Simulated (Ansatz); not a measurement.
# Ga2O3 (model structure, started from the Bi2Te3 type, R-3m, No. 166, 5 atoms in the cell)

Computed with PBEsol (Ansatz, a quantum-chemistry and plane-wave program, plane waves, PAW).

Run with plane-wave cutoff 500 eV, 16×16×16 k mesh, Fermi–Dirac smearing 0.05 eV, scalar-relativistic PAW data made under PBE.

Cell (relaxed at this level):

Ga2O3 is modelled in the trigonal space group R-3m, hexagonal axes (No. 166), Pearson symbol hR5. Cell: a = b = 2.9882 Å, c = 22.7709 Å, α = β = 90.00°, γ = 120.00°. Ga on 6c is surrounded by 3 O at 1.876 Å and 3 O at 2.219 Å (octahedral). O1 on 3a has 6 Ga at 2.219 Å (octahedral). O2 on 6c is coordinated by 3 Ga at 1.876 Å (trigonal pyramidal). (Neighbours: up to the widest gap in distance over summed covalent radii, below 1.35, at either atom; cation-cation and far metal-metal contacts left out.)
(The calculation used a cell of 5 atoms; values per cell refer to that cell.)

```yaml
band_gap: 2.84 eV (on the SCF k mesh)
```

Note: the relaxation could raise the start's symmetry but not lower it, so the cell can be a saddle point; the cell has widely spaced layers and the level no dispersion term, so their spacing and the moduli can rest on weak binding.

Spin–orbit coupling is not included.

Static lattice: no zero-point or thermal effects.

Cost on a shared machine: roughly 9 core-minutes.

A model structure was made by putting elements into a prototype or built by hand; it is no filed structure, need not be a known phase, and can be a saddle point held by its symmetry.
